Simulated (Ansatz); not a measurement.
The starting structures come from a database of crystals and need not be the phases stable at ambient conditions.

 Where the default PAW files enter, the runs use the earlier of Ansatz's two default sets.

The decay constant κ of evanescent states in the gap governs leakage through a thin film.

Input:

```
CELL_PARAMETERS angstrom
      5.84281     0.00000     0.00000
      0.00000     5.84281     0.00000
      0.00000     0.00000     6.02750
ATOMIC_POSITIONS crystal
  Cd 0.00000 0.00000 0.00000
  In 0.50000 0.00000 0.50000
  In 0.00000 0.50000 0.50000
  Se 0.27206 0.72794 0.76361
  Se 0.72794 0.72794 0.23639
  Se 0.72794 0.27206 0.76361
  Se 0.27206 0.27206 0.23639
```

Space group of this cell: P-42m. The cell is taken as given; by PBEsol its mean pressure is -1.0 GPa.

Transport runs along the normal of the first two printed cell vectors, the (001) plane of the conventional cell.

The gap is the functional's own. No spin-orbit coupling. Mid-gap values are interpolated on the energy grid.

Task: State the band gap and the smallest decay constant κ at mid-gap according to PBEsol in Ansatz (a quantum-chemistry and plane-wave program).

Result: Gap 0.84 eV on a 6×6×6 mesh; κ = 0.080 1/Å, at the zone centre.
